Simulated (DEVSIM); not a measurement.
System: Cr/La2O3/p-Ge capacitor, at 300 K.

Layer 1 from the left is La2O3, thickness (nm) 4.10. Layer 2 from the left is Ge, thickness (nm) 15000, Na (cm⁻³) 1.6e15.

Metal gate on the left, work function 4.5 eV. Fixed charge at the semiconductor interface 0 cm⁻² (in units of +e); interface traps 5.5e11 cm⁻² eV⁻¹, uniform in energy, neutral level at 0.3 of the gap above the valence band.

The device is made up for the run: typed textbook-type constants, with dimensions and the other settings drawn at random. Values at 300 K.

La2O3: gap (eV) 5.8, affinity (eV) 1.8, permittivity 27. Ge: gap (eV) 0.664, affinity (eV) 4, permittivity 16, Nc (cm⁻³) 1.04e19, Nv (cm⁻³) 6e18.

Model (solved in DEVSIM): 1D Poisson equation in equilibrium, Boltzmann statistics, complete ionisation; no quantum confinement or tunnelling. Metal contacts follow the ideal Schottky-Mott rule: no Fermi-level pinning, no interface dipoles.

Task: What does the simulation give for the threshold voltage (band bending 2φF), the flat-band voltage?

Result: threshold voltage (band bending 2φF) 0.28 V; flat-band voltage 0.05 V.
